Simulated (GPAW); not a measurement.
Worked example: self-consistent single point of Cu (Fm-3m, 1 atom in the cell) in GPAW.

Method: PBEsol, GPAW PAW datasets PBEsol (made by gpaw-setup) (plane waves; GPAW 25.7.0).

```
CELL_PARAMETERS angstrom
      0.00000     1.80660     1.80660
      1.80660     0.00000     1.80660
      1.80660     1.80660     0.00000
ATOMIC_POSITIONS crystal
  Cu 0.00000 0.00000 0.00000
```

Reference input (self-consistent single point, DFT PBE, plane waves, GPAW PAW datasets PBE (gpaw-data 1.0.1)): mode = pw; ecut = 850 eV; xc = PBE; kpts = 16 16 16; mesh shift (steps) = 0 0 0; occupations.name = fermi-dirac; occupations.width = 0.136 eV; nbands = -9; convergence.forces = 0.001 eV/Å; symmetry.symmorphic = false; symmetry.tolerance = 0.0005; maxiter = 120. This run's input differs from it in these lines:

```diff
@@ -12,3 +12,3 @@
 calc = GPAW(mode={'name': 'pw', 'ecut': 850},
-            xc='PBE',
+            xc='PBEsol',
             kpts={'size': (16, 16, 16), 'gamma': True},
```

Its files differ too (potentials: GPAW PAW datasets PBEsol (made by gpaw-setup)).

Log, with long lists cut:

```
     iter     time        total  log10-change:
                         energy   eigst   dens  force
iter:   1 --:--:--    -5.299988
iter:   2 --:--:--    -4.898016   -2.48  -1.16
iter:   3 --:--:--    -4.290012   -1.76  -1.25
iter:   4 --:--:--    -4.288811   -4.01  -1.84
iter:   5 --:--:--    -4.264846   -3.09  -1.90
iter:   6 --:--:--    -4.264790   -4.33  -3.09
iter:   7 --:--:--    -4.265026c  -4.74  -3.19
iter:   8 --:--:--    -4.264796c  -5.24  -2.85
iter:   9 --:--:--    -4.264796c  -7.53c -3.99
iter:  10 --:--:--    -4.264797c  -7.90c -4.27c
iter:  11 --:--:--    -4.264797c  -7.83c -4.64c -23.16c
Converged after 11 iterations.

Dipole moment: (0.000000, -0.000000, -0.000000) |e|*Ang

Energy contributions relative to reference atoms: (reference = -44984.480490)

Kinetic:        -15.246396
Potential:      +12.253401
External:        +0.000000
XC:              -1.354685
Entropy (-ST):   -0.018597
Local:           +0.092182
SIC:             +0.000000
--------------------------
Free energy:     -4.274096
Extrapolated:    -4.264797

Showing only first 2 kpts
 Kpt  Band  Eigenvalues  Occupancy
  0     3      4.84548    2.00000
  0     4      5.67381    2.00000
  0     5      5.67381    2.00000
  0     6     30.93833    0.00000

  1     3      4.89026    2.00000
  1     4      5.62303    2.00000
  1     5      5.69432    2.00000
  1     6     30.21215    0.00000

Fermi level: 7.85653

No gap
No difference between direct/indirect transitions
Energy (eV): -4.264797

Forces in eV/Ang:
  0 Cu   -0.00000    0.00000    0.00000

Stress tensor:
     0.029453     0.000000     0.000000
     0.000000     0.029453     0.000000
     0.000000     0.000000     0.029453
Stress (GPa, Voigt): [4.7189 4.7189 4.7189 0.     0.     0.    ]
```

The run converged in 11 iterations. GPAW prints stress with tension positive. Against the reference run the pressure goes from 3.16 to -4.72 GPa.

The starting cell comes from a database of computed structures (which also holds hypothetical and non-ambient phases and stackings), without a prior relaxation at this level. Its lattice was rescaled by a random factor within 2.5 % of one. Spin polarisation is off. With a pressure of about -5 GPa the cell is away from its equilibrium volume at this level.

Cost on one core of a shared machine: roughly 40 s.
